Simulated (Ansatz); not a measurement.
Partial pair distribution functions of a relaxed model of amorphous IGZO (In$_{8}$Ga$_{8}$Zn$_{8}$O$_{32}$), broadened by 0.06 Å; density 5.48 g/cm³. Method: PBE, scalar-relativistic without spin-orbit coupling (plane waves to 420 eV, PAW; Ansatz, a quantum-chemistry and plane-wave program).

Preparation: random packing, a CHGNet melt and quench, and a DFT relaxation. O atoms were pushed apart under 1.9 Å during the dynamics, to hinder bonds among them. The hot cell started wider than the set density and was brought back towards it in steps. It is the lowest in DFT energy of 2 quenches. It is a model cell: composition and starting density were chosen by hand, and all elements were melted together. No dispersion term was used. Its density started from a set value of 5.47 and ended at 5.48 g/cm³. Cooling (nominally 340 K/ps over its main leg) ran many orders faster than in experiment, which tends to leave more defects and strain. A cell of this size samples the disorder only roughly. The volume was free in the relaxation, at fixed shape. Stress components on the final sampling reach 2.1 GPa.

```csv
r (Å),g In-O,g Zn-O,g In-In,g Ga-Ga
1.65,0.00,0.02,0.00,0.00
1.75,0.00,0.38,0.00,0.00
1.85,0.00,1.91,0.00,0.00
1.95,0.36,5.12,0.00,0.00
2.05,3.95,6.28,0.00,0.00
2.15,7.92,3.83,0.00,0.00
2.25,5.75,1.22,0.00,0.00
2.35,2.54,0.42,0.00,0.00
2.45,0.60,0.10,0.00,0.00
2.55,0.05,0.17,0.00,0.00
2.65,0.00,0.16,0.00,0.00
2.75,0.06,0.01,0.00,0.08
2.85,0.20,0.11,0.00,1.11
2.95,0.14,0.19,0.00,1.48
3.05,0.21,0.25,0.01,1.46
3.15,0.44,0.41,0.78,1.79
3.25,0.25,0.60,5.26,4.50
3.35,0.23,0.78,5.77,2.84
3.45,0.42,0.78,2.03,1.64
3.55,0.55,1.04,1.42,1.15
3.65,1.00,1.11,1.77,0.71
3.75,0.81,1.12,1.89,1.79
3.85,0.64,0.98,1.77,0.41
3.95,0.81,1.34,0.99,0.01
4.05,1.03,1.34,0.40,0.00
4.15,0.90,1.05,0.73,0.00
4.25,1.48,0.70,0.16,0.00
4.35,1.40,0.94,0.00,0.00
4.45,1.73,1.62,0.00,0.00
4.55,1.62,1.91,0.00,0.08
```

Within 2.58 Å each In has 5.38 O neighbours on average.
